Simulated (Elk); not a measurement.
Band structure of EuCuSb (P6_3/mmc, 6 atoms in the cell).

```xyz
6
Lattice="4.4738 0.0000 0.0000 -2.2369 3.8745 0.0000 0.0000 0.0000 8.5702" Properties=species:S:1:pos:R:3 pbc="T T T"
Eu     0.0000     0.0000     0.0000
Eu     0.0000     0.0000     4.2851
Cu     0.0000     2.5830     6.4277
Cu     2.2369     1.2915     2.1426
Sb     0.0000     2.5830     2.1426
Sb     2.2369     1.2915     6.4277
```
Moments meant for the start (each program seeds them in its own way; μB, in the order of the atoms Eu Eu Cu Cu Sb Sb): 7.0 7.0 0.0 0.0 0.0 0.0.

Computed with PBEsol, all-electron FP-LAPW, Elk's shipped species files, APW+lo basis with extra local orbitals in Elk 10.2.4.

Settings: xctype = 22; spinpol = true; rgkmax = 7.5; stype = 3; swidth = 0.00367493 Ha; ngridk = 4 4 2; reducebf = 0.7; gmaxvr = 14 1/bohr; nxlo = 2; lorbcnd = true; rmtscf = 0.92; lmaxi = 2; nempty = 8 per atom.

The starting cell comes from a database of computed structures (which also holds hypothetical and non-ambient phases and stackings), without a prior relaxation at this level. Spin-orbit coupling is off. The magnetic order is the one reached from the typed start; others were not searched systematically. With U or open f shells several self-consistent states can exist. The f electrons are in the valence without U or exact exchange, which can misplace them near the Fermi level. Spin-orbit terms, which matter for f shells, are left out. Values depend on the basis (sphere radii, cutoffs, local orbitals), which need not be converged.

Levels in eV from the Fermi level, bands 53 to 60 of the first spin channel:
```
point     53     54     55     56     57     58    59    60
-----  -----  -----  -----  -----  -----  -----  ----  ----
Γ      -0.42  -0.04   0.28   0.73   0.73   1.10  1.17  1.17
M      -0.44  -0.43  -0.40  -0.25  -0.25  -0.16  2.38  2.93
K      -0.44  -0.44  -0.44  -0.42   0.85   0.85  2.28  2.28
A      -0.09  -0.09  -0.09  -0.09   1.11   1.11  1.83  1.83
L      -0.41  -0.41  -0.37  -0.37  -0.06  -0.06  1.51  1.51
H      -0.43  -0.43  -0.39  -0.39   0.23   0.23  2.96  2.96
```

Bands cross the Fermi level along this path, so the cell is metallic at this level.

The net moment of the cell came out as 14.10 μB.
